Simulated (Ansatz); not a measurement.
Results of BLYP (Ansatz, a quantum-chemistry and plane-wave program, plane waves, PAW) for CsCl-type RuAl.

Numerical settings: plane-wave cutoff 520 eV, 22×22×22 k mesh, Fermi–Dirac smearing 0.054 eV (set by the program), no spin polarisation, scalar-relativistic PAW data made under PBE.

Computed at the level's own relaxed cell.

**Question.** Give the computed elastic constant C12, Young modulus, elastic constant C11 and elastic constant C44.

**Answer.** 
- elastic constant C12 = 131 GPa
- Young modulus = 232 GPa
- elastic constant C11 = 286 GPa
- elastic constant C44 = 100.0 GPa

Elastic constants are with the ions relaxed.

The computed numbers hold no vibrational or temperature effects.
